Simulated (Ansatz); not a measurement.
Take TlBr in the CsCl type structure (space group Pm-3m, No. 221; a = 3.9145 Å) as the base. Axes: x, y, z lie along the cube axes.

Method: Ansatz (an electronic-structure program) PBEsol, no spin-orbit coupling.

Before the change:

| Item | Result |
|---|---|
| Shortest interatomic distance | 3.390 Å |
| Hole mass | 0.20 mₑ along k, 0.43 mₑ across (at X) |
| Band gap | 1.59 eV |

One thing is altered: a pure shear with ε_xy = ε_yx = 0.0057, atoms relaxed at fixed cell.

### Question
What does the calculation give for the shortest interatomic distance, hole mass, stress and band gap after the change?

### Answer
The shortest interatomic distance falls by 0.013 Å, from 3.390 Å to 3.377 Å; the hole mass stays 0.20 mₑ along k, 0.43 mₑ across (at X); the stress (xx, yy, zz, yz, xz, xy; compression positive) comes out as (0.00, 0.00, 0.00, 0.00, 0.00, -0.12) GPa; the band gap remains 1.59 eV.

With Tl present, leaving out spin-orbit coupling can change the band edges. The cells carry an imposed strain or load. Effective masses come from finite differences of ±0.01 Å⁻¹. Along k means along the line from Γ to the band edge. Whether these cells are dynamically stable was not tested.
